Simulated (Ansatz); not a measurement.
For white tin (β-Sn), RPBE in Ansatz (plane waves, PAW) gives:

* **lattice parameter a**: 6.004 Å
* **lattice parameter c**: 3.248 Å
* **bulk modulus**: 43.1 GPa
* **cohesive energy**: 2.69 eV/atom

Q: What does r²SCAN (Ansatz, an electronic-structure program, plane waves, PAW) give for the same quantities?

A: 
- lattice constant a: 5.885 Å (shrinks by 2.0 %)
- lattice parameter c: 3.187 Å (falls by 1.9 %)
- bulk modulus: 54.2 GPa (grows by 26 %)
- cohesive energy: 3.14 eV/atom (grows by 0.45 eV/atom)

For comparison: lattice constant a 5.831 Å (measured, 293 K, not corrected to a static lattice; as tabulated in Wikipedia's data pages); lattice parameter c 3.181 Å (measured, 293 K, not corrected to a static lattice; as tabulated in Wikipedia's data pages); bulk modulus 57.0 GPa (measured, temperature not stated, not corrected to a static lattice; as tabulated in Chen et al. (2023), arXiv:2209.05059).

Changes are worked out from the printed values.

Unless a cell is named, each level is at its own relaxed cell (RPBE 29.27, r²SCAN 27.59 Å³/atom).

Levels without +SOC leave out spin–orbit coupling, which shifts energies and cells of such heavy elements.

Ansatz's density-functional and Hartree–Fock values are scalar-relativistic unless marked +SOC, with PAW data made under PBE.
